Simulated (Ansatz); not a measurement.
Be3Al (model structure, started from the Cu3Au type, Pm-3m, No. 221, 4 atoms in the cell) was calculated with PBE (Ansatz, a quantum-chemistry and plane-wave program, PAW).

Settings: plane-wave cutoff 520 eV, 16×16×16 k mesh, Fermi–Dirac smearing 0.05 eV, scalar-relativistic PAW data made under PBE.

Cell (relaxed at this level):

```yaml
crystal:
  lattice:
    - [3.48000, 0.00000, 0.00000]
    - [0.00000, 3.48000, 0.00000]
    - [0.00000, 0.00000, 3.48000]
  atoms:
    - { symbol: Be, position: [0.00000, 0.50000, 0.50000] }
    - { symbol: Be, position: [0.50000, 0.50000, 0.00000] }
    - { symbol: Be, position: [0.50000, 0.00000, 0.50000] }
    - { symbol: Al, position: [0.00000, 0.00000, 0.00000] }
```

**Question.** What does this level give for the bulk modulus B0?

**Answer.** 
* **bulk modulus B0**: 101 GPa

The run finds no gap.

Note: the bulk modulus is −V dP/dV from two relaxed cells at ±2 % in volume; the relaxation could raise the start's symmetry but not lower it, so the cell can be a saddle point.

The computed numbers hold no vibrational or temperature effects.

A model structure was made by putting elements into a prototype or built by hand; it is no filed structure, need not be a known phase, and can be a saddle point held by its symmetry.
